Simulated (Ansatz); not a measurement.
Results of r²SCAN (plane waves, PAW; Ansatz, a first-principles code) for fcc Yb.

Numerical settings: plane-wave cutoff 560 eV, 18×18×18 k mesh, Fermi–Dirac smearing 0.05 eV, no spin polarisation, scalar-relativistic PAW data made under PBE.

Cell (relaxed at this level):

```
Yb
1.0
    0.00000     2.60074     2.60074
    2.60074     0.00000     2.60074
    2.60074     2.60074     0.00000
Yb
1
Direct
  0.00000   0.00000   0.00000
```

**Question.** Give the computed bulk modulus B0 and pressure derivative B′ of the bulk modulus.

**Answer.** 
* **bulk modulus B0**: 20.3 GPa
* **pressure derivative B′ of the bulk modulus**: 3.4

Measured, for comparison: bulk modulus 16.3 GPa (temperature not stated, not corrected to a static lattice; as tabulated in doi:10.1007/BF02743909 (ytterbium under pressure), abstract). Computed (rounded) less measured: bulk modulus +25 %.

Spin–orbit coupling is not included.

Computed values are for the static lattice.
